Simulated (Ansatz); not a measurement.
**Mg2Si under a change: Si → Re**

Base system: Mg₂Si (space group Fm-3m, No. 225; a = 6.325 Å).

Now apply this change: Re takes the place of Si on all its sites, then cell and atoms are relaxed.

Computed with DFT with PBEsol, PAW potentials and a 420 eV plane-wave cutoff in Ansatz (a quantum-chemistry and plane-wave program), spin-orbit coupling left out, earlier PAW set. k-mesh 13×13×13 (Γ-centred); smearing 0.05 eV (Fermi–Dirac).

```json
{
  "volume_per_atom": "21.09 Å³ (base 21.09 Å³)",
  "density": "6.16 g/cm³ (base 2.01 g/cm³)",
  "lattice_parameter_a": "6.325 Å (base 6.325 Å)",
  "shortest_interatomic_distance": "2.739 Å (base 2.739 Å)",
  "band_gap": "zero (base 0.12 eV)"
}
```

Cost of the whole job for the changed cell (relaxation, final SCF and bands): roughly 80 core-seconds.

Whether these cells are dynamically stable was not tested. As relaxed here, Mg2Re is a hypothetical phase, not in the database extracts checked. The final runs are not spin-polarised. An odd electron count without spin: Mg2Re. Mg2Re has a high density of states at the Fermi level and may be magnetic at this level. The zero or small gap of Mg2Si can change with the level of theory.
